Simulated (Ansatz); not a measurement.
MoPt (model structure, Pm-3m, No. 221, 2 atoms in the cell) was calculated with r²SCAN in Ansatz (plane waves, PAW).

Numerical settings: plane-wave cutoff 560 eV, 18×18×18 k mesh, Fermi–Dirac smearing 0.05 eV, no spin polarisation, scalar-relativistic PAW data made under PBE.

Cell (relaxed at this level):

Space group Pm-3m (No. 221); a = 3.1579 Å, b = 3.1579 Å, c = 3.1579 Å, α = 90.00°, β = 90.00°, γ = 90.00°

```json
[
 {"atom": "Pt", "site": "1a", "symmetry": "m-3m", "x": "0.0000", "y": "0.0000", "z": "0.0000"},
 {"atom": "Mo", "site": "1b", "symmetry": "m-3m", "x": "0.5000", "y": "0.5000", "z": "0.5000"}
]
```

### Question
Estimate the bulk modulus that the calculation returns.

### Answer

bulk modulus: 264 GPa

Note: the run has no spin polarisation, so it can have missed a magnetic state; the bulk modulus is −V dP/dV from two relaxed cells at ±2 % in volume; the relaxation could raise the start's symmetry but not lower it, so the cell can be a saddle point.

Spin–orbit coupling is not included.

Static lattice: no zero-point or thermal effects.

Cost on a shared machine: about 70 core-seconds (a rough figure).

A model structure was made by putting elements into a prototype or built by hand; it is no filed structure, need not be a known phase, and can be a saddle point held by its symmetry.

Ansatz is a quantum-chemistry and plane-wave program.
